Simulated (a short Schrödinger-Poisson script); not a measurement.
Structure: symmetric double-gate stack, SiO2 on p-type Ge(100), at 300 K.

```csv
layer,material,thickness (nm),Na (cm⁻³)
1,SiO2,0.9,-
2,Ge,20,1e17
3,SiO2,0.9,-
```

The device is made up for the run: typed textbook-type constants, with dimensions and the other settings drawn at random. SiO2: permittivity 3.9, conduction-band edge (eV) 3.1, gap (eV) 9, electron mass (mₑ) 0.5. Ge: permittivity 16, conduction-band edge (eV) 0, gap (eV) 0.664, Nv at 300 K (cm⁻³) 6e18.

Channel valleys (confinement mass, in-plane density-of-states mass, number): L4 0.12, 0.295, 4. At the gates, both at one voltage, the conduction-band edge of layer 1 lies 3.21 eV − eVg above the Fermi level of the channel. Gaps are held at their typed values at every temperature. Mesh 0.03 nm at interfaces.

Solved with a short Schrödinger-Poisson script written for these runs: 1D Poisson equation in equilibrium, electrons quantum, Hartree (BenDaniel-Duke, 12 states a valley, the channel's in-plane mass for all, wave functions free to enter the dielectric), parabolic valleys, classical holes, full ionisation, no traps, pinning or gate leakage.

The same stack at other levels of the model or other numerical settings:

```
run                                          sheet density of all electrons at Vg = 0.8 V (cm⁻²)  sheet density of all electrons at Vg = 0.2 V (cm⁻²)  capacitance of both gates at Vg = 0.8 V (μF/cm²)  gate voltage at 1e11 electrons/cm² (V)  rough cost against the base
-------------------------------------------  ---------------------------------------------------  ---------------------------------------------------  ------------------------------------------------  --------------------------------------  ---------------------------
base                                                                                     2.04e13                                              2.97e12                                              5.34                                   -0.01                      about 1
electrons treated as classical, Boltzmann                                                2.81e13                                           (withheld)                                              7.03                                   -0.01                         0.03
electrons treated as classical, Fermi-Dirac                                              2.50e13                                           (withheld)                                        (withheld)                                   -0.01                          0.1
mesh six times as coarse                                                                 2.03e13                                              2.95e12                                              5.30                                   -0.01                          0.3
```

Task: What belongs in the gaps?

Result: 
- electrons treated as classical, Boltzmann, sheet density of all electrons at Vg = 0.2 V (cm⁻²): 4.07e12
- electrons treated as classical, Fermi-Dirac, sheet density of all electrons at Vg = 0.2 V (cm⁻²): 3.95e12
- electrons treated as classical, Fermi-Dirac, capacitance of both gates at Vg = 0.8 V (μF/cm²): 6.01

The classical rows ignore confinement, and Boltzmann statistics overrate the density once the band edge passes the Fermi level.

Only the L valleys are kept; under strong confinement the Δ valleys of Ge fill too.
